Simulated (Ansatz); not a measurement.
Worked example: relaxation of cell and atoms of Co (P6_3/mmc, 4 atoms in the cell) in Ansatz (a quantum-chemistry and plane-wave program).

Level of theory: PBE (plane waves, PAW; Ansatz).

```
CELL_PARAMETERS angstrom
      2.46636     0.00000     0.00000
     -1.23318     2.13593     0.00000
      0.00000     0.00000     8.07448
ATOMIC_POSITIONS crystal
  Co 0.00000 0.00000 0.00000
  Co 0.00000 0.00000 0.50000
  Co 0.33333 0.66667 0.25000
  Co 0.66667 0.33333 0.75000
```
Moments meant for the start (each program seeds them in its own way; μB, in the order of the atoms Co Co Co Co): 3.0 3.0 3.0 3.0.

Reference input (self-consistent single point, DFT, PBE, plane waves, default PAW files): basis.ecutwfc = 30.9 Ry; kpoints.mp_grid.grid = 14 14 4; hamiltonian.xc = pbe; hamiltonian.pseudopotentials = {kind: paw} (the program's default PAW files); magnetization.spin_polarized = true; scf.occupations.method = fermi_dirac; scf.occupations.width = 0.0073 Ry. This run's input differs from it in these lines:

```diff
@@ -21,2 +21,4 @@
   occupations: { method: fermi_dirac, width: 0.0073 Ry }
+relax:
+  cell: {}
 output:
```

The program printed (abridged):

```
   [... SCF lines of the steps left out ...]
relax step   1: F+E_penalty+E_count = -20504.62597816 eV  Δ(F+E_penalty+E_count) = +0.000e0 eV  max|allowed force component| = 1.850e-17 eV/Å  Δτ_max = 0.0000 Å  P = +5.378 GPa  Ω = 42.536 Å³  (16 SCF iters, dr2 threshold 1.00e-7 eV, accepted)
relax step   2: F+E_penalty+E_count = -20504.63999245 eV  Δ(F+E_penalty+E_count) = -1.401e-2 eV  max|allowed force component| = 8.674e-18 eV/Å  Δτ_max = 0.0000 Å  P = +2.558 GPa  Ω = 43.067 Å³  energy of the carried Pulay correction = -6.029e-4 eV  [...]
   [... lines left out ...]
relax step   6: F+E_penalty+E_count = -20504.64556425 eV  Δ(F+E_penalty+E_count) = +9.284e-6 eV  max|allowed force component| = 1.850e-17 eV/Å  Δτ_max = 0.0000 Å  P = +0.001 GPa  Ω = 43.595 Å³  energy of the carried Pulay correction = -1.252e-5 eV  [...]
relax step   7: F+E_penalty+E_count = -20504.64557899 eV  Δ(F+E_penalty+E_count) = -1.474e-5 eV  max|allowed force component| = 2.776e-17 eV/Å  Δτ_max = 0.0000 Å  P = +0.001 GPa  Ω = 43.595 Å³  stress off target by 2.02e-3 GPa  SCF on the basis [...]
basis re-selected at this cell: Δ(F+E_penalty+E_count) = -1.474e-5 eV, ΔP = +0.000 GPa vs the last step
the relaxation is at rest under the 24 symmetry operations that the run kept from its start: a minimum is not shown …
the relaxation's final electronic state is not compared with the one that a single-point calculation of its input finds at the relaxed geometry …
   [... lines left out ...]
Absolute magnetization: 7.1692 μB (∫|ρ↑−ρ↓|, with the PAW one-centre terms)
Free energy (F): -20504.645579 eV
Fermi energy:    18.659163 eV
  cell:  # Å, volume = 43.5945 Å³
   [... lines left out ...]
    - [-2.003601136678687e-18, -5.93983482928912e-34, 8.091553441800038]
  atoms:
    - { symbol: Co, position: [1.858600197444282e-36, 2.3950924048995177e-35, -7.764342972408795e-37] }
    - { symbol: Co, position: [0.0, 2.2072420202015173e-35, 0.5] }
    - { symbol: Co, position: [0.3333333333333333, 0.6666666666666666, 0.25] }
    - { symbol: Co, position: [0.6666666666666666, 0.3333333333333333, 0.7499999999999999] }
```

The run converged. 

Summary of the result:
- Free energy E − TS (on the zero of these files): -20504.6456 eV
- Fermi level (on the code's own zero): 18.66 eV
- Pressure: 0.00 GPa
- Size of the cell's spin moment: 6.54 μB
- Final cell: a = b = 2.494 Å, c = 8.092 Å, α = β = 90.00°, γ = 120.00°
- Final volume per atom: 10.90 Å³
- Relaxation steps: 7

The starting cell comes from a database of computed structures (which also holds hypothetical and non-ambient phases and stackings), without a prior relaxation at this level. Its lattice was rescaled by a random factor within 2.5 % of one. The magnetic order is the one reached from the typed start; others were not searched systematically. The relaxation keeps the symmetry of its start, so its end need not be a minimum. Ansatz's pressure includes its estimate of the finite-basis (Pulay) stress.

Cost on one core of a shared machine: roughly 2 min.

Keys are those of Ansatz 0.2.
